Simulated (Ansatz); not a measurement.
A computed series for ZnS: response to strain

Start from ZnS in the zinc blende structure (space group F-43m, No. 216).

```yaml
crystal:
  lattice:
    - [0.00000, 2.69455, 2.69455]
    - [2.69455, 0.00000, 2.69455]
    - [2.69455, 2.69455, 0.00000]
  atoms:
    - { symbol: Zn, position: [0.00000, 0.00000, 0.00000] }
    - { symbol: S, position: [0.25000, 0.25000, 0.25000] }
```

Cartesian axes are those of the cell as printed.

Strains are applied to the cell and any free atomic positions relax; under biaxial strain the out-of-plane vector relaxes too.

Level of theory: Ansatz (a quantum-chemistry and plane-wave program) r2SCAN, no spin-orbit coupling.

Notes on the quantities. energy relative to the base: free energy F.

```tsv
biaxial strain, plane normal [111], relaxed out of plane (%)	energy relative to the base (meV/atom)
0	0.0
0.42	0.3
0.83	1.3
1.25	?
1.67	5.4
2.08	8.3
2.5	11.9
```

Question: Fit ΔE = Aε² + Bε³ (ε in %) to the rows shown and predict the withheld row.

Answer: Least squares on the printed values gives A = 1.97 and B = -0.027 meV/atom (largest residual 0.0 meV/atom); this predicts 3.0 meV/atom, and the run gives 3.0 meV/atom, in agreement.

Stability against distortions was not tested.
